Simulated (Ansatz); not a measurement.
Checking a run of Ansatz (an electronic-structure program) on a (100) slab of Zr (cut from a parent of space group no. 194; 16 atoms in the cell). The aim is a self-consistent single point with DFT, LDA (PW92), plane waves, PAW files made with PBE.

Cell that was meant: a = 3.1872 Å, b = 10.2549 Å, c = 26.2231 Å, α = 90.00°, β = 90.00°, γ = 90.00°.

Part of the input:

Ansatz 0.2 input:
```yaml
    - { symbol: Zr, position: [0.583333, 0.750000, 0.659483] }
kpoints:
  mp_grid:
    grid: [1, 1, 1]
hamiltonian:
  xc: lda
  pseudopotentials:
```

Output (repeated stretches shortened):

```
WARN basis.ecutwfc = 420 eV, the default
WARN ansatz: RAYON_NUM_THREADS=1 ignored (pool sized by the plan → 1); use --threads N
   [... lines left out ...]
Symmetry: 4 space group operations
Space group: Pmm2 (ITA 25), of the structure as read, at distance tolerance 9.5e-5 Å
k-points: 1
PAW frozen core: Zr, regenerated for the run's functional, and the local potential with it
Initial density: superposition of atomic densities (neutral atoms: chi_scale 0, normalization atom)
Initial wavefunctions: pseudopotential atomic-orbital guess
Eigensolver: davidson
Functional: x = slater, c = lda
SCF iter   1: F=—  HF=-65248.142101 eV  |F-HF|=—  |Δ(HF+E_count)|=         —  Δρ=4.78e-2  dr2=1.85e2  ethr=3.10e-3  ⟨swp⟩=12.0  Hψ=621  notcnv=0
all-band conjugate gradients solve this SCF's bands
preconditioner: auto → LDOS
SCF iter   2: F=—  HF=-65252.018060 eV  |F-HF|=—  |Δ(HF+E_count)|=    3.88e0  S|Δr|=    0.00e0  Δρ=5.66e-2  dr2=5.00e2  ethr=3.10e-3  ⟨swp⟩=19.0  Hψ=856  notcnv=0  defer=1  recentre
   [... lines left out ...]
SCF iter  14: F=—  HF=-65237.259634 eV  |F-HF|=—  |Δ(HF+E_count)|=   2.83e-7  S|Δr|=    0.00e0  Δρ=4.21e-6  dr2=2.99e-7  ethr=1.81e-9  ⟨swp⟩=3.0  Hψ=138  notcnv=0
SCF iter  15: F=—  HF=-65237.259635 eV  |F-HF|=—  |Δ(HF+E_count)|=   1.94e-7  S|Δr|=    0.00e0  Δρ=2.04e-6  dr2=2.44e-7  ethr=5.21e-11  ⟨swp⟩=30.0  Hψ=748  notcnv=0
SCF iter  16: F=-65237.259635 eV  HF=-65237.259635 eV  |F-HF|=5.22e-9  |Δ(HF+E_count)|=   9.33e-9  S|Δr|=    0.00e0  Δρ=1.00e-6  dr2=1.49e-8  ethr=5.21e-11  ⟨swp⟩=4.0  Hψ=359  notcnv=0
SCF 1 converged in 16 iterations: F = -65237.259635 eV  dr2 = 1.49e-8
Stability not checked (fill_not_monotonic)
Free energy (F): -65237.259635 eV
Internal energy: -65237.163991 eV  (E = F + TS)
E sigma→0 (E₀):  -65237.227753 eV
Entropy (-TS):   -0.095644 eV (-5.978 meV/atom)
Fermi energy:    3.800497 eV
--- Forces (eV/Å), atoms counted from 1 ---
  atom   1  Zr     0.00000000    -0.32515495    -0.73296190
  atom   2  Zr     0.00000000     0.32515495    -0.73296190
  atom   3  Zr     0.00000000    -0.00000000    -0.30491897
   [... lines left out ...]
  atom  16  Zr     0.00000000     0.00000000     1.11216435
--- Stress (GPa, compression-positive) ---
       -9.309829       0.000000       0.000000
        0.000000       6.024363       0.000000
        0.000000       0.000000       5.358970
  P = ⅓ Tr σ = 0.6912 GPa (6.912 kbar)
  The stress holds the Pulay correction. Without it, at fixed plane waves, as pw.x and ABINIT print it: P = 0.6878 GPa
```

### Question
Is anything amiss in this input, and did it matter?

### Answer
The run is not sound. The fault is a single k-point for a small metallic cell. One k-point cannot sample the Fermi surface of a small cell. To fix it, use a converged k-point mesh. The run converged in 16 iterations without an error; against the sound input the free energy drops by 432 meV/atom and the largest force goes from 1.596 to 1.430 eV/Å.

An input that runs soundly differs in these lines (not the only fix; some lines may just follow from the change or write a value another way):
```diff
-    grid: [1, 1, 1]
+    grid: [8, 3, 1]
```

With that input, the run converged in 13 iterations: free energy E − TS (on the zero of these files) -65230.3425 eV; Fermi level (on the code's own zero) 3.93 eV; pressure averaged over the cell with its vacuum -3.49 GPa; largest force (vector length) 1.596 eV/Å (DFT, LDA (PW92), plane waves, PAW files made with PBE).

On the sound input: the starting cell was generated: these elements placed on a structure prototype, without a prior relaxation; it need not be a known phase or ordering of this composition. The slab is cut from that crystal, and its faces are unrelaxed. Its lattice was rescaled in the plane by a random factor within 2.5 % of one. The two faces of this cut differ, and no dipole correction was used. Forces in this geometry exceed 1 eV/Å.
